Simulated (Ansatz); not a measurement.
Defect: Be vacancy in hcp Be, neutral cell. These are PBE, PAW (plane waves to 420 eV; Ansatz, a quantum-chemistry and plane-wave program) values and carry that method's errors.

Settings: 36 host sites, the relaxed PBE lattice, a 5×5×4 k-point mesh shifted by half a step along c, smearing 0.10 eV, spin-restricted, no image-charge correction. No zero-point or tunnelling terms. Forms of the defect that were not tried may lie lower.

Barriers: single points on a 7×7×7 k-point mesh shifted by half a step along c at the bands' geometries.

Relaxed starting cell (atoms counted from 1):

```xyz
35
Lattice="6.7849 0.0000 0.0000 -3.3925 5.8759 0.0000 0.0000 0.0000 7.1379" Properties=species:S:1:pos:R:3 pbc="T T T"
Be    -0.0058     1.3038     4.4746
Be    -1.1443     3.2558     0.9051
Be    -1.1335     3.2661     4.4741
Be    -2.2772     5.2168     0.9056
Be    -2.2616     5.2204     4.4746
Be     2.2521     1.3137     0.9054
Be     2.2578     1.2968     4.4741
Be     1.1324     3.2549     0.9058
Be     1.1208     3.2675     4.4745
Be    -0.0068     5.2203     0.9058
Be    -0.0064     5.2201     4.4749
Be     4.5214     1.3136     0.9054
Be     4.5137     1.2970     4.4744
Be     3.3857     3.2619     0.9060
Be     3.3859     3.2613     4.4748
Be     2.2661     5.2194     0.9057
Be     2.2497     5.2212     4.4748
Be     1.1097     0.6579     2.6734
Be     1.1097     0.6581     6.2756
Be    -0.0063     2.5910     2.6723
Be    -0.0061     2.5909     6.2764
Be    -1.1357     4.5684     2.6852
Be    -1.1354     4.5681     6.2635
Be     3.3868     0.6490     2.6849
Be     3.3863     0.6488     6.2640
Be     2.2326     2.5959     2.6817
Be     2.2330     2.5952     6.2674
Be     1.1231     4.5681     2.6854
Be     1.1237     4.5685     6.2645
Be     5.6620     0.6589     2.6739
Be     5.6623     0.6584     6.2750
Be     4.5392     2.5962     2.6812
Be     4.5400     2.5959     6.2675
Be     3.3859     4.5930     2.6819
Be     3.3862     4.5933     6.2681
```

End state 1 differs by these moves (Å; atoms that move under 0.08 Å are left out):

| atom | element | Δx | Δy | Δz |
|---|---|---|---|---|
| 2 | Be | 1.13 | -1.96 | 0.00 |

**Question.** What forward and backward barriers to end state 1 does PBE, PAW give?

**Answer.** forward 0.74 eV, backward 0.74 eV; at the saddle point atom 2 has neighbours Be at 1.94, 2 Be at 2.06, Be at 2.16, 4 Be at 2.31 Å. The program found a first-order saddle point.

End state 2 differs by these moves (Å; atoms that move under 0.08 Å are left out):

```
atom  element    Δx    Δy    Δz
----  -------  ----  ----  ----
31         Be  1.10  0.64  1.75
```

**Question.** Predict the forward and backward barriers to end state 2 from PBE, PAW.

**Answer.** forward 0.86 eV, backward 0.86 eV; at the saddle point atom 31 has neighbours 4 Be at 2.05, 4 Be at 2.43 Å. The program found a first-order saddle point.
